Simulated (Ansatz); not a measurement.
Consider CdS in the zinc blende structure (space group F-43m, No. 216).

```
CdS
1.0
    0.00000     2.96355     2.96355
    2.96355     0.00000     2.96355
    2.96355     2.96355     0.00000
S Cd
1 1
Cartesian
  4.44532   4.44532   4.44532
  0.00000   0.00000   0.00000
```

Calculations: PBE (Ansatz, a quantum-chemistry and plane-wave program; PAW; 420 eV plane waves; no SOC), earlier PAW set.

Base values:

The lattice parameter a is 592.7 pm.

Now apply this change: Pb takes the place of S on all its sites; the structure is relaxed again.

Question: Estimate the effect on the lattice parameter a.

Answer: The lattice parameter a rises by 86.94 pm, from 592.7 pm to 679.7 pm.

Stability against distortions was not tested. As relaxed here, CdPb is a hypothetical phase, not in the database extracts checked.
